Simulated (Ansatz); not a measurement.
Pressure series in SiC

The parent structure is SiC in the wurtzite structure (space group P6_3mc, No. 186).

```xyz
4
Lattice="3.0753 0.0000 0.0000 -1.5376 2.6633 0.0000 0.0000 0.0000 5.0482" Properties=species:S:1:pos:R:3 pbc="T T T"
Si     1.5376     0.8878     0.0025
Si     0.0000     1.7755     2.5266
C      1.5376     0.8878     3.1536
C      0.0000     1.7755     0.6295
```

Cell and atoms are relaxed at each pressure.

Calculations: r2SCAN in Ansatz (plane waves to 500 eV, PAW, no spin-orbit coupling).

```csv
P (GPa),V (Å³/atom)
-2.00,10.430
-1.00,10.383
3.00,10.205
7.00,10.041
15.01,9.747
30.01,9.286
50.00,8.797
75.00,8.313
100.01,7.923
```

Fit a third-order Birch–Murnaghan equation of state.

Least squares on P(V) = (3B₀/2)[(V₀/V)^(7/3) − (V₀/V)^(5/3)]·[1 + (3/4)(B₀′ − 4)((V₀/V)^(2/3) − 1)] gives V₀ = 10.34 Å³/atom, B₀ = 229 GPa and B₀′ = 3.7.

Between the base and pressure 15 GPa the gap moves from 2.65 eV to 2.56 eV, a mean slope of -5.8 meV/GPa.

Load acts through the strain it causes; cell and atoms are relaxed under it. Stability against distortions was not tested. Competing high-pressure phases were not computed.

Ansatz is an electronic-structure program.
